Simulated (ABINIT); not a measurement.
**Equation of state of zinc-blende GaP (space group 216): energy against volume (ABINIT, PBE)**

```
CELL_PARAMETERS angstrom
      0.00000     2.67655     2.67655
      2.67655     0.00000     2.67655
      2.67655     2.67655     0.00000
ATOMIC_POSITIONS crystal
  Ga 0.00000 0.00000 0.00000
  P  0.75000 0.75000 0.75000
```

Level of theory: PBE, norm-conserving pseudopotentials (PseudoDojo nc-sr-05 PBE standard) (plane waves; ABINIT). Settings: pseudos = [Ga.upf, P.upf]; ecut = 1415 eV; ixc = 11; occopt = 3; tsmear = 0.01 eV; ngkpt = 10 10 10; nshiftk = 1; shiftk = 0 0 0; potentials = PseudoDojo nc-sr-05 PBE standard; nband = 14; kptopt = 1; nstep = 100; toldfe = 1e-09 Ha. The cell above is the first row's. The rows scale it uniformly. In all rows fractional positions and the k mesh are held. E is the free energy at the stated smearing, counted from the lowest row.

```
V (Å^3/atom)  E (meV/atom)
------------  ------------
19.175               39.60
19.591               21.85
20.008                9.71
20.425                2.60
20.842                0.00
21.259                1.44
21.676                6.49
22.092               14.77
22.509                   ?
```

Problem. Using the third-order Birch-Murnaghan form, a cubic in V^(-2/3), estimate the missing E at V = 22.509 from the other rows, showing the fit.

Solution. With u = V^(-2/3) - 0.133, the rows have u = 0.006586, 0.004603, 0.002685, 0.000832, -0.000960, -0.002692, -0.004369, -0.005988. Least squares gives E = 0.870 + 1533.0·u + 651414·u² + 1312549·u³. Residuals (row less fit): 0.003, -0.006, 0.002, 0.003, 0.002, 0.002, -0.007, 0.004; standard error 0.006 (degrees of freedom: 4). Its minimum lies at u = -0.001181, so V0 = (0.131819)^(-3/2) = 20.89. There d²E/du² = 1294000 and d³E/du³ = 7875000, so B0 = (4/9) × 20.89^(-7/3) × 1294000 × 0.160218 = 76.6 GPa (the last factor turns the table's units into GPa), and B0' = 4 + (2/3) × 0.131819 × (7875000)/1294000 = 4.5. The program's pressures in the fitted runs (not shown) pass through zero at V = 20.89, 0.01 % from this V0. At the withheld row, u = -0.007562, so E = 0.870 + 1533.0 × (-0.007562) + 651414 × (-0.007562)² + 1312549 × (-0.007562)³ = 25.960 meV/atom. The calculation gives 25.94 meV/atom, 0.020 meV/atom below the prediction (0.1 % of the range of E in the table). The row lies outside the fitted rows, so this is an extrapolation. From the scatter of the fitted rows alone, a prediction at this place has a standard error of 0.014 meV/atom, so the miss is 1.4 times that.

Carrying the step between the two nearest rows on in a straight line would have given 23.07, off by 2.87; series whose last step already gives the withheld value aren't shown. The scan was laid around a cell of about the measured size, scaled by a guess for this functional. The runs keep the symmetry of the cell, so they don't test it for distortions. Cutoffs and mesh are single choices, not tested for convergence of this quantity. Series with a scatter that would blur these digits, or in which a gap closes, are not shown. Nor are scans whose minimum lies at an end fitted in this form.
